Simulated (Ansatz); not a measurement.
## Response to strain in PbS

Base system: PbS in the rock salt structure (space group Fm-3m, No. 225; a = 5.903 Å). Axes: x, y, z lie along the cube axes.

Strains are applied to the cell and any free atomic positions relax; under biaxial strain the out-of-plane vector relaxes too.

The values are results of Ansatz (a quantum-chemistry and plane-wave program), PBEsol, PAW, cutoff 420 eV, no spin-orbit coupling, earlier PAW set, not measurements.

### Question
Only one of these has no band gap. Which?
(A) isotropic strain +3.33 %
(B) biaxial strain −0.66 %, plane normal [001], relaxed out of plane
(C) strain tensor (xx, yy, zz, yz, xz, xy) = (+0.73, −0.91, −1.48, +0.45, −1.28, +0.61) %
(D) isotropic strain +0.58 %

### Answer
C, strain tensor (xx, yy, zz, yz, xz, xy) = (+0.73, −0.91, −1.48, +0.45, −1.28, +0.61) %. Computed: strain tensor (xx, yy, zz, yz, xz, xy) = (+0.73, −0.91, −1.48, +0.45, −1.28, +0.61) %: zero; biaxial strain −0.66 %, plane normal [001], relaxed out of plane: 0.15 eV; isotropic strain +3.33 %: 0.53 eV; isotropic strain +0.58 %: 0.27 eV

A case with no gap was solved on a k-mesh chosen for an insulator, which is coarse for it. With Pb present, leaving out spin-orbit coupling can change the band edges. Whether these cells are dynamically stable was not tested. The final runs are not spin-polarised. The zero or small gap of PbS can change with the level of theory.
